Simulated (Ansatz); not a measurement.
The reference is BAs (space group P4_2/mnm, No. 136; a = 5.837 Å, c = 3.362 Å; a hypothetical phase, not in the database extracts checked).

One thing is altered: cell and atoms relaxed at a pressure of 10 GPa.

Levels (all Ansatz, a first-principles code, PAW): PBEsol (420 eV, without spin-orbit coupling); PBEsol+SOC (420 eV, noncollinear with spin-orbit coupling).

The geometry is relaxed with PBEsol.

PBEsol valence-band top at Γ: 0.00, 0.00, -0.40 eV
PBEsol band gap: 0.39 eV
PBEsol electron mass: 0.44 mₑ along k, 0.31 mₑ across (off the special points)

With PBEsol+SOC at the same geometry, the valence-band top at Γ (three highest Kramers pairs, from the VBM) becomes 0.00, -0.11, -0.50 eV (PBEsol: 0.00, 0.00, -0.40 eV); the band gap drops by 0.07 eV to 0.32 eV; the electron mass goes from 0.44 mₑ along k, 0.31 mₑ across (off the special points) to 0.44 mₑ along k, 0.32 mₑ across (off the special points).

Single points use the geometry relaxed with PBEsol. The spin-orbit shifts are approximate. Load acts through the strain it causes; cell and atoms are relaxed under it. Effective masses come from finite differences of ±0.01 Å⁻¹. Along k means along the line from Γ to the band edge. Whether these cells are dynamically stable was not tested. Competing high-pressure phases were not computed.
